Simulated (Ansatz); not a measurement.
An Ansatz (a first-principles code) run: Nb3Ir with a change (pressure 1.5 GPa); Ansatz PBEsol, no spin-orbit coupling.

Input:

Ansatz 0.2 input:
```yaml
crystal:
  lattice:
    - [5.1065589685, 0, 0]
    - [0, 5.1065589685, 0]
    - [0, 0, 5.1065589685]
  atoms:
    - { symbol: Nb, position: [0.5, 0.25, 0] }
    - { symbol: Nb, position: [0.5, 0.75, 0] }
    - { symbol: Nb, position: [0.25, 0, 0.5] }
    - { symbol: Nb, position: [0.75, 0, 0.5] }
    - { symbol: Nb, position: [0, 0.5, 0.25] }
    - { symbol: Nb, position: [0, 0.5, 0.75] }
    - { symbol: Ir, position: [0.5, 0.5, 0.5] }
    - { symbol: Ir, position: [0, 0, 0] }
basis: { ecutwfc: 420, ecutrho_ratio: 4, xc_grid: 2, fft_grid_basis: typed }
kpoints: { mp_grid: { grid: [9, 9, 9] } }
hamiltonian:
  xc: pbesol
  dispersion: none
  pseudopotentials: { kind: paw }
scf: { occupations: { method: fermi_dirac, width: 0.05 } }
relax: { f_tol: 0.01, max_steps: 60, cell: { stress_tol: 0.02, p_target: 1.5 } }
output: { forces: true, stress: true }
checkpoint: { write: state.ck, write_every: 1000 }
```

Output (explanatory and most iteration lines left out):

```
Relaxation: its limit of steps is 60 (relax.max_steps)
Pseudopotential: Nb, paw, valence charge 13
Pseudopotential: Ir, paw, valence charge 17
Crystal: 8 atoms, lattice volume = 133.163 Å³
Basis set: ecut = 420 eV, 2553 PW (Γ), exchange–correlation on 72×72×72 points (8 copies of the dense FFT grid, shifted against one another)
Bands: 68, of which v1, the nominal top of the filled ones, is band 56 counted from 1 (55 counted from 0)
Symmetry: 48 space group operations
Space group: Pm-3n (ITA 223), of the structure as read, at distance tolerance 5.1e-5 Å
k-points: 35 of 729
Functional: x = pbesol(κ = 0.804, μ = 0.12345679012345678), c = pbesol(β = 0.046)
SCF iter   1: F=—  HF=-50574.251530 eV  |F-HF|=—  |Δ(HF+E_count)|=         —  Δρ=1.11e-2  dr2=2.18e-1  ethr=1.77e-3  ⟨swp⟩=4.3  Hψ=7491  notcnv=0  defer=21
SCF iter   2: F=—  HF=-50574.229240 eV  |F-HF|=—  |Δ(HF+E_count)|=   2.23e-2  Δρ=5.45e-3  dr2=4.78e-2  ethr=1.95e-4  ⟨swp⟩=1.8  Hψ=2843  notcnv=0  defer=36
SCF 1 converged in 6 iterations: F = -50574.222208 eV  dr2 = 5.95e-9
relax step   1: F+E_penalty+E_count = -50574.22220806 eV  Δ(F+E_penalty+E_count) = +0.000e0 eV  max|allowed force component| = 1.915e-17 eV/Å  Δτ_max = 0.0000 Å  P = +0.697 GPa  Ω = 133.163 Å³  (6 SCF iters, dr2 threshold 1.00e-7 eV, accepted)
[... steps on the carried basis left out ...]
relax step   4: F+E_penalty+E_count = -50574.21926137 eV  Δ(F+E_penalty+E_count) = +8.747e-5 eV  max|allowed force component| = 6.132e-17 eV/Å  Δτ_max = 0.0000 Å  P = +1.488 GPa  Ω = 132.731 Å³  stress off target by 1.15e-2 GPa  SCF on the basis re-selected at this cell (its energy is not comparable with the rows above)  (8 SCF iters)
SCF converged after 8 iterations
Free energy (F): -50574.219261 eV
Internal energy: -50574.173125 eV  (E = F + TS)
E sigma→0 (E₀):  -50574.196193 eV
Entropy (-TS):   -0.046136 eV (-5.767 meV/atom)
Fermi energy:    20.142954 eV
--- Forces (eV/Å), atoms counted from 1 ---
  atom   1  Nb     0.00000000     0.00000000     0.00000000
  atom   2  Nb    -0.00000000     0.00000000     0.00000000
  atom   3  Nb    -0.00000000    -0.00000000     0.00000000
  atom   4  Nb     0.00000000     0.00000000     0.00000000
  atom   5  Nb    -0.00000000     0.00000000     0.00000000
  atom   6  Nb    -0.00000000     0.00000000    -0.00000000
  atom   7  Ir     0.00000000     0.00000000     0.00000000
  atom   8  Ir    -0.00000000    -0.00000000     0.00000000
--- Stress (GPa, compression-positive) ---
        1.488469      -0.000000       0.000000
       -0.000000       1.488469       0.000000
        0.000000       0.000000       1.488469
  P = ⅓ Tr σ = 1.4885 GPa (14.885 kbar)
--- Relaxed structure (3 steps of the walk, 2 accepted, 1 SCFs on fresh bases) ---
  cell:  # Å, volume = 132.7307 Å³
    - [5.101020907282959, -3.209883240645393e-35, 0.0]
    - [-3.209883240645393e-35, 5.101020907282959, 0.0]
    - [0.0, 0.0, 5.101020907282959]
  atoms:
    - { symbol: Nb, position: [0.5000000000000001, 0.25000000000000006, 5.524633044239936e-38] }
    - { symbol: Nb, position: [0.5000000000000001, 0.7500000000000001, -7.304792580717251e-37] }
    - { symbol: Nb, position: [0.25000000000000006, -1.527254112674329e-35, 0.5000000000000001] }
    - { symbol: Nb, position: [0.7500000000000001, -5.0581084760596743e-36, 0.5000000000000001] }
    - { symbol: Nb, position: [1.804713461118379e-36, 0.5000000000000001, 0.25000000000000006] }
    - { symbol: Nb, position: [3.7690274324036894e-36, 0.5000000000000001, 0.7500000000000001] }
    - { symbol: Ir, position: [0.5000000000000001, 0.5000000000000001, 0.5000000000000001] }
    - { symbol: Ir, position: [1.3136349682970513e-36, 1.2276962320533196e-36, 8.409719189565235e-37] }
```

Load acts through the strain it causes; cell and atoms are relaxed under it. Whether these cells are dynamically stable was not tested. All final runs are without spin polarisation. The cell was made from Nb3Ir in the A15 (Cr3Si type) structure (space group Pm-3n, No. 223) by this change: pressure 1.5 GPa.
